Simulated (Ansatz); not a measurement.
Given:

```
CELL_PARAMETERS angstrom
      3.21501     0.00000     0.00000
     -1.60751     2.78428     0.00000
      0.00000     0.00000     5.17686
ATOMIC_POSITIONS crystal
  Zn 0.66667 0.33333 0.00247
  Zn 0.33333 0.66667 0.50247
  O  0.66667 0.33333 0.62273
  O  0.33333 0.66667 0.12273
```

No spin polarisation.

All numbers come from r2SCAN (Ansatz, a program for electronic structure; PAW; 500 eV plane waves; without spin-orbit coupling). Settings: 12×12×7 k-points, 0.05 eV Fermi–Dirac smearing.

Estimate the gap character.

Direct at Γ.

What is the computed electron mass?

0.19 mₑ (at Γ).

Predict the band gap.

1.27 eV.

Estimate the valence-band top at Γ (three highest levels, from the VBM).

0.00, 0.00, -0.10 eV.

Load acts through the strain it causes; cell and atoms are relaxed under it. Effective masses come from finite differences of ±0.01 Å⁻¹. Stability against distortions was not tested. Tetrahedral semiconductors of this kind turn to denser phases somewhere between about 1 and 50 GPa; those were not computed, so compressed cells here can lie past the real transition. The cell was made from ZnO in the wurtzite structure (space group P6_3mc, No. 186) by this change: pressure 3 GPa.
